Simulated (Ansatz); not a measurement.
# Response to strain in TiAl

Start from TiAl (space group P4/mmm, No. 123; a = 2.813 Å, c = 4.062 Å; relaxed with 0.1 eV smearing).

Strains are applied to the cell and any free atomic positions relax.

All numbers come from r2SCAN (Ansatz, a program for electronic structure, PAW, no SOC).

Notes on the quantities. pressure: mean of the normal stresses, compression positive; energy relative to the base: free energy F.

| change | volume per atom | pressure | energy relative to the base |
|---|---|---|---|
| base | 16.07 Å³ | 0.0 GPa | 0 meV/atom |
| isotropic strain +0.50 % | 16.31 Å³ | -1.8 GPa | +1.3 meV/atom |
| isotropic strain +1.00 % | 16.55 Å³ | -3.4 GPa | +5.3 meV/atom |
| isotropic strain +1.50 % | 16.80 Å³ | -4.9 GPa | +12 meV/atom |
| isotropic strain +2.00 % | 17.05 Å³ | -6.4 GPa | +21 meV/atom |
| isotropic strain +2.50 % | 17.30 Å³ | -7.7 GPa | +32 meV/atom |
| isotropic strain +3.00 % | 17.56 Å³ | -9.0 GPa | +45 meV/atom |

No phonon test of stability was made. The final runs are not spin-polarised.
